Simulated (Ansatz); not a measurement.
Mo on the Si site (Mo_Si) in alpha quartz: one set of geometries, relaxed with PBE, evaluated in Ansatz (PAW, plane waves to 420 eV, 500 eV under r2SCAN) with PBE, r2SCAN.

Details: 72-site cell; 2×2×2 Γ-centred k-points; start: the Si site; charged states image-corrected; corrections reach 2.0 eV, so highly charged states may be off by several tenths; flagged in the runs: a doubtful potential alignment, a host whose relaxation on this sampling wasn't shown to rest, a strain field that reaches the edge of the cell.

```csv
quantity,PBE,r2SCAN
host gap (eV),5.68,___
ε(+2/+1) above the VBM (eV),1.18,___
ε(+1/0) above the VBM (eV),2.70,___
ε(0/−1) above the VBM (eV),5.16,___
largest moment on one atom at charge +1 (μB),0.43,___
"neutral formation energy against bcc Mo, silicon (eV)",5.06,___
largest moment on one atom at charge 0 (μB),0.93,___
largest moment on one atom at charge −1 (μB),0.51,___
```

Task: Given the lower rungs, what does r2SCAN give?

Result: 
- host gap (eV), r2SCAN: 6.32
- ε(+2/+1) above the VBM (eV), r2SCAN: 1.27
- ε(+1/0) above the VBM (eV), r2SCAN: 2.79
- ε(0/−1) above the VBM (eV), r2SCAN: 5.65
- largest moment on one atom at charge +1 (μB), r2SCAN: 0.45
- neutral formation energy against bcc Mo, silicon (eV), r2SCAN: 5.07
- largest moment on one atom at charge 0 (μB), r2SCAN: 0.96
- largest moment on one atom at charge −1 (μB), r2SCAN: 0.54

Ansatz is a first-principles code.
